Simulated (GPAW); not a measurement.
Input and output of a self-consistent single point for FeNi₃ (Pm-3m, 4 atoms in the cell) (GPAW).

Computed with LDA (Perdew-Wang 92), GPAW PAW datasets LDA (gpaw-data 1.0.1) (plane waves; GPAW 25.7.0).

```yaml
crystal:
  lattice:
    - [3.55992, 0.00000, 0.00000]
    - [0.00000, 3.55992, 0.00000]
    - [0.00000, 0.00000, 3.55992]
  atoms:
    - { symbol: Fe, position: [0.00000, 0.00000, 0.00000], spin: 4.0 }
    - { symbol: Ni, position: [0.00000, 0.50000, 0.50000], spin: 2.0 }
    - { symbol: Ni, position: [0.50000, 0.00000, 0.50000], spin: 2.0 }
    - { symbol: Ni, position: [0.50000, 0.50000, 0.00000], spin: 2.0 }
```
(The spins are starting values, not results.)

Reference input (self-consistent single point, DFT PBE, plane waves, GPAW PAW datasets PBE (gpaw-data 1.0.1)): spinpol = true; mode = pw; ecut = 800 eV; xc = PBE; kpts = 8 8 8; mesh shift (steps) = 0 0 0; occupations.name = fermi-dirac; occupations.width = 0.05 eV; nbands = -8; convergence.density = 1e-05 e/electron; convergence.energy = 1e-05 eV/electron; symmetry.symmorphic = false. This run's input differs from it in these lines:

```diff
@@ -18,3 +18,3 @@
             mode=PW(800),
-            xc='PBE',
+            xc='LDA',
             kpts={'size': (8, 8, 8), 'gamma': True},
```

Its files differ too (potentials: GPAW PAW datasets LDA (gpaw-data 1.0.1)).

Output (repeated stretches shortened):

```
     iter     time        total  log10-change:  magmom
                         energy   eigst   dens
iter:   1 --:--:--   -34.485027                   +10.0100
iter:   2 --:--:--   -35.172352   -0.34  -1.82    +6.8436
iter:   3 --:--:--   -35.320790   -0.95  -1.85    +5.1192
iter:   4 --:--:--   -35.911959   -1.47  -1.92    +5.1479
iter:   5 --:--:--   -36.584320   -1.34  -1.87    +4.8835
   [... 4 lines left out ...]
iter:  10 --:--:--   -35.495323   -4.45  -3.07    +4.7202
iter:  11 --:--:--   -35.494493   -5.16  -3.27    +4.7205
iter:  12 --:--:--   -35.494272   -4.31  -3.28    +4.7257
   [... lines left out ...]
iter:  15 --:--:--   -35.493816c  -6.78  -4.29    +4.7349
iter:  16 --:--:--   -35.493805c  -6.80  -4.33    +4.7387
iter:  17 --:--:--   -35.493795c  -7.27  -4.43    +4.7403
iter:  18 --:--:--   -35.493796c  -7.43c -4.48    +4.7403
iter:  19 --:--:--   -35.493826c  -6.99  -4.54    +4.7397
iter:  20 --:--:--   -35.493782c  -6.98  -4.56    +4.7399
iter:  21 --:--:--   -35.493840c  -6.66  -4.41    +4.7396
iter:  22 --:--:--   -35.493807c  -7.00  -4.45    +4.7396
iter:  23 --:--:--   -35.493791c  -7.58c -4.92    +4.7393
iter:  24 --:--:--   -35.493800c  -8.23c -4.88    +4.7392
iter:  25 --:--:--   -35.493801c  -9.29c -5.06c   +4.7393
Converged after 25 iterations.

Dipole moment: (-0.000004, -0.000004, -0.000004) |e|*Ang

Total magnetic moment: (0.000000, 0.000000, 4.739291)
Local magnetic moments:
   0 Fe ( 0.000000,  0.000000,  2.809545)
   1 Ni ( 0.000000,  0.000000,  0.660188)
   2 Ni ( 0.000000,  0.000000,  0.660188)
   3 Ni ( 0.000000,  0.000000,  0.660188)

Energy contributions relative to reference atoms: (reference = -158459.726980)

Kinetic:        +13.052889
Potential:       -8.071380
External:        +0.000000
XC:             -40.719044
Entropy (-ST):   -0.029138
Local:           +0.258303
SIC:             +0.000000
--------------------------
Free energy:    -35.508370
Extrapolated:   -35.493801

Spin contamination: 0.179805 electrons
Showing only first 2 kpts
                      Up                     Down
   [... lines left out ...]
Fermi level: 8.42243
No gap
   [... lines left out ...]
Energy (eV): -35.493801

Forces in eV/Ang:
  0 Fe    0.00000    0.00000    0.00000
  1 Ni    0.00000    0.00000   -0.00000
  2 Ni    0.00000    0.00000   -0.00000
  3 Ni   -0.00000   -0.00000    0.00000

Stress tensor:
     0.112652     0.000000     0.000000
     0.000000     0.112652     0.000000
     0.000000     0.000000     0.112652
Stress (GPa, Voigt): [18.0488 18.0488 18.0488  0.      0.      0.    ]
```

The run converged in 25 iterations. GPAW prints stress with tension positive. Against the reference run the pressure goes from -0.73 to -18.05 GPa and the size of the net moment goes from 1.24 to 1.18 μB/atom.

The starting cell comes from a database of computed structures (which also holds hypothetical and non-ambient phases and stackings), without a prior relaxation at this level. Its lattice was rescaled by a random factor within 2.5 % of one. The magnetic order is the one reached from the typed start; others were not searched systematically. With a pressure of about -18 GPa the cell is away from its equilibrium volume at this level.

Cost on one core of a shared machine: roughly 2 min.
